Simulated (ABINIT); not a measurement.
ABINIT run on ScAg2 (I4mm, 3 atoms in the cell): self-consistent single point.

Level of theory: PBEsol, norm-conserving pseudopotentials (PseudoDojo nc-sr-04 PBEsol standard) (plane waves; ABINIT).

```
CELL_PARAMETERS angstrom
     -1.77444     1.77444     4.47660
      1.77444    -1.77444     4.47660
      1.77444     1.77444    -4.47660
ATOMIC_POSITIONS crystal
  Sc 0.00558 0.00558 0.00000
  Ag 0.66664 0.66664 0.00000
  Ag 0.33336 0.33336 0.00000
```

Reference input (self-consistent single point, DFT, PBEsol, plane waves, norm-conserving pseudopotentials (PseudoDojo nc-sr-04 PBEsol standard)): pseudos = [Sc.upf, Ag.upf]; ecut = 41 Ha; occopt = 3; tsmear = 0.00367493 Ha; ngkpt = 6 6 6; nshiftk = 1; shiftk = 0 0 0; potentials = PseudoDojo nc-sr-04 PBEsol standard; nband = 33; kptopt = 1; nstep = 60; tolvrs = 1e-12. This run's input differs from it in these lines:

```diff
@@ -19,3 +19,3 @@
 tsmear 0.00367493
-nband 33
+nband 25
 kptopt 1
```

The program printed (abridged):

```
--- !BeginCycle
solver: {iscf: 7, nstep: 60, nline: 4, wfoptalg: 0, }
tolerances: {tolvrs: 1.00E-12, }
...

     iter   Etot(hartree)      deltaE(h)  residm     vres2
 ETOT  1  -354.98233360484    -3.550E+02 1.952E-01 3.336E+04
 ETOT  2  -355.48377838742    -5.014E-01 4.629E-02 4.965E+04
 ETOT  3  -357.71432589615    -2.231E+00 5.373E-02 1.021E+04
 ETOT  4  -357.89855571193    -1.842E-01 9.691E-03 5.518E+03
 ETOT  5  -358.11716062833    -2.186E-01 5.658E-03 7.973E+02
   [... 51 lines left out ...]
 ETOT 57  -358.15913013367    -1.841E-10 1.998E-05 7.719E-11
 ETOT 58  -358.15913013381    -1.413E-10 5.681E-06 1.275E-09
 ETOT 59  -358.15913013397    -1.619E-10 2.058E-05 1.696E-09
 ETOT 60  -358.15913013411    -1.373E-10 5.844E-06 2.000E-09

 Cartesian components of stress tensor (hartree/bohr^3)
  sigma(1 1)=  1.18593819E-04  sigma(3 2)=  0.00000000E+00
  sigma(2 2)=  1.18593819E-04  sigma(3 1)=  0.00000000E+00
  sigma(3 3)=  1.55535337E-04  sigma(2 1)=  0.00000000E+00
 scprqt:  WARNING -
  nstep=   60 was not enough SCF cycles to converge;
  potential residual=  2.000E-09 exceeds tolvrs=  1.000E-12

 ----iterations are completed or convergence reached----

 reduced coordinates (array xred) for    3 atoms
       0.005585000000      0.005585000000      0.000000000000
       0.666640000000      0.666640000000      0.000000000000
   [... lines left out ...]
 Fermi (or HOMO) energy (hartree) =   0.35974   Average Vxc (hartree)=  -0.44038
 Fermi (or HOMO) energy (eV) =   9.78901   Average Vxc (eV)= -11.98343
   [... lines left out ...]
  10.52941
 prteigrs : prtvol=0 or 1, do not print more k-points.

--- !EnergyTerms
kinetic             :  1.23046415111636E+02
hartree             :  8.94243507347305E+01
xc                  : -5.39798176871071E+01
Ewald energy        : -2.35963599138854E+02
psp_core            :  8.87099289153518E+00
local_psp           : -2.87879494934710E+02
non_local_psp       : -1.67626328247628E+00
internal            : -3.58157416305245E+02
'-kT*entropy'       : -1.71382886418452E-03
total_energy        : -3.58159130134109E+02
total_energy_eV     : -9.74600557304294E+03
band_energy         : -3.44538009554248E+01
...

-Cartesian components of stress tensor (GPa)         [Pressure= -3.8514E+00 GPa]
- sigma(1 1)=  3.48915003E+00  sigma(3 2)=  0.00000000E+00
- sigma(2 2)=  3.48915003E+00  sigma(3 1)=  0.00000000E+00
- sigma(3 3)=  4.57600684E+00  sigma(2 1)=  0.00000000E+00

 Calculation completed.
```

The run ended unconverged after 60 iterations. 

The starting cell comes from a database of computed structures (which also holds hypothetical and non-ambient phases and stackings), without a prior relaxation at this level. Its lattice was rescaled by up to half a per cent. One atom was moved a little off its site on purpose.

Cost on one core of a shared machine: roughly 10 min.
